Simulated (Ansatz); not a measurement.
AlN: pressure series

The parent structure is AlN in the wurtzite structure (space group P6_3mc, No. 186; a = 3.1138 Å, c = 4.9833 Å).

Cell and atoms are relaxed at each pressure.

Method: PBEsol, PAW, 420 eV (Ansatz, an electronic-structure program; without spin-orbit coupling).

```tsv
case	gap character	volume per atom	band gap	c/a ratio
base	direct at Γ	10.46 Å³	4.09 eV	1.600
pressure −2 GPa	direct at Γ	10.57 Å³	4.01 eV	1.602
pressure −1 GPa	direct at Γ	10.51 Å³	4.05 eV	1.601
pressure 0.9 GPa	direct at Γ	10.41 Å³	4.13 eV	1.600
pressure 2.1 GPa	direct at Γ	10.35 Å³	4.18 eV	1.599
pressure 4.5 GPa	direct at Γ	10.24 Å³	4.27 eV	1.598
pressure 9 GPa	direct at Γ	10.04 Å³	4.44 eV	1.595
pressure 15 GPa	direct at Γ	9.79 Å³	4.64 eV	1.591
pressure 22.5 GPa	direct at Γ	9.52 Å³	4.87 eV	1.586
pressure 30 GPa	indirect, Γ → K	9.28 Å³	4.91 eV	1.580
```

Load acts through the strain it causes; cell and atoms are relaxed under it. Stability against distortions was not tested. Measured, AlN leaves this structure (for rock salt) near 14 GPa (temperature not stated; as listed in Datta, Sujoy, Jana, Debnarayan, arXiv (2020)), on rising pressure, with hysteresis.
